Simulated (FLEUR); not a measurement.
FLEUR run on TaOs3 (Pm-3m, 4 atoms in the cell): self-consistent single point.

Computed with PBEsol, all-electron FLAPW (FLEUR), scalar-relativistic valence with spin-orbit coupling in second variation in FLEUR.

```yaml
crystal:
  lattice:
    - [3.91497, 0.00000, 0.00000]
    - [0.00000, 3.91497, 0.00000]
    - [0.00000, 0.00000, 3.91497]
  atoms:
    - { symbol: Ta, position: [0.00000, 0.00000, 0.00000] }
    - { symbol: Os, position: [0.00000, 0.50000, 0.50000] }
    - { symbol: Os, position: [0.50000, 0.00000, 0.50000] }
    - { symbol: Os, position: [0.50000, 0.50000, 0.00000] }
```

Reference input (self-consistent single point, DFT, PBEsol, all-electron FLAPW (FLEUR), scalar-relativistic valence): Kmax = 4.1 1/bohr; GmaxXC = 16.4 1/bohr; xcFunctional = PBEs; jspins = 1; l_soc = F; mode = hist; fermiSmearingEnergy = 0.00367493 Htr; mesh (inpgen div1-3) = 7 7 7; inpgen gamma flag = false; Gmax = 16.4 1/bohr; numbands = 0; maxIterBroyd = 15. This run's input differs from it in these lines:

```diff
@@ -18,2 +18,3 @@
 &kpt div1=7 div2=7 div3=7 /
+&soc 0.0 0.0 /
 &end /
@@ -31,5 +32,5 @@
       <magnetism jspins="1"/>
-      <soc l_soc="F" theta="0.0" phi="0.0" spav="F"/>
+      <soc l_soc="T" theta="0.0" phi="0.0" spav="F"/>
       <expertModes spex="0" secvar="F"/>
-      <geometryOptimization l_f="T" forcealpha="1.0" forcemix="BFGS" epsdisp="0.00001" epsforce="0.00001"/>
+      <geometryOptimization l_f="F" forcealpha="1.0" forcemix="BFGS" epsdisp="0.00001" epsforce="0.00001"/>
       <ldaU l_linMix="F" mixParam="0.05" spinf="1.0"/>
@@ -88,2 +89,5 @@
          <relPos label="                   3">1.000/2.000 .0000000000 1.000/2.000</relPos>
+         <force calculate="T" relaxXYZ="TTT"/>
+      </atomGroup>
+      <atomGroup species="Osmium (Os)">
          <relPos label="                   4">1.000/2.000 1.000/2.000 .0000000000</relPos>
```

Output, abridged:

```
 Iteration:     1   Distance:      14.75251373 me/bohr^3
 Iteration:     2   Distance:      13.48379893 me/bohr^3
 Iteration:     3   Distance:       6.45800171 me/bohr^3
 Iteration:     4   Distance:       2.02374527 me/bohr^3
 Iteration:     5   Distance:       1.68817139 me/bohr^3
   [... 10 lines left out ...]
 Iteration:    16   Distance:       0.00006273 me/bohr^3
 Iteration:    17   Distance:       0.00004772 me/bohr^3
 Iteration:    18   Distance:       0.00002091 me/bohr^3
 Iteration:    19   Distance:       0.00000920 me/bohr^3
 Run finished successfully
 Stop message:
   all done

[file out, last iteration]
             iter=     19
[...]
          total density-effective poten   -1.1764281444E+05
          total charge density-energy d   -1.3215934149E+03
 Updated energy parameters for spin:           1
[...]
 fermi energy and band-weighting factors:
   [... 24 lines left out ...]

[...]
FERMIE:
          first approx. to ef    (T=0)  :   0.643987 htr   (energy of the highest occ. eigenvalue)
          number of occ. states  (T=0)  :       3564
          first approx. to seigv (T=0)  : -23.181834 htr
          sum of weights of occ. states :  69.014577
          sum of semicore charge        :   0.000000 e
FERHIS:  Fermi-Energy by histogram:
          bandgap                     :   0.000000 htr
   [... lines left out ...]
          charge neutrality (T=0)     :   0.029155    (zero if the highest occ. eigenvalue is "entirely" occupied)
     EF_NEWTON:  Adjust Fermi-Energy by Newton-Method.
 Direct bandgap for spin            1 :    9.0601651698175578E-003  Htr
 ---->    free energy=                    -67452.7791007161 htr
   [... lines left out ...]
 TOTAL FORCE FOR ATOM TYPE=  3  X=  3.699   Y=  3.699   Z=  0.000
                       FX_TOT= 0.000000 FY_TOT= 0.000000 FZ_TOT= 0.000000
No new postions, force convergence required= 0.00001; max force distance= 0.00000
---->    distance of charge densities for spin  1                 it=   19:     0.000009 me/bohr**3
GENERALIZED ANDERSON MIXING: alpha=   0.05000 History-length=4
     ******* it= 19  is completed********
```

The run converged in 19 iterations. 

The starting cell comes from a database of computed structures (which also holds hypothetical and non-ambient phases and stackings), without a prior relaxation at this level. Values depend on the basis (sphere radii, cutoffs, local orbitals), which need not be converged. The log's line on a gap gives a spacing of levels on this mesh, which the program prints for metals too.

Cost on one core of a shared machine: roughly 6 min.
